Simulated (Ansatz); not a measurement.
The reference is MgO in the rock salt structure (space group Fm-3m, No. 225; a = 4.2044 Å).

Method: Ansatz (an electronic-structure program) r2SCAN, scalar-relativistic without spin-orbit coupling.

Before the change:

- Electron mass: 0.36 mₑ (at Γ)
- Pressure: 0.00 GPa

One thing is altered: the cell is scaled by 0.9700 in all directions, atoms relaxed at fixed cell.

**Question.** Estimate the effect on the electron mass and pressure.

**Answer.** The electron mass becomes 0.39 mₑ (at Γ) (base: 0.36 mₑ (at Γ)); the pressure goes from zero to 18.37 GPa.

The levels and masses belong to the bands next to the band gap. The cells carry an imposed strain or load. Effective masses come from finite differences of ±0.01 Å⁻¹. No phonon test of stability was made.
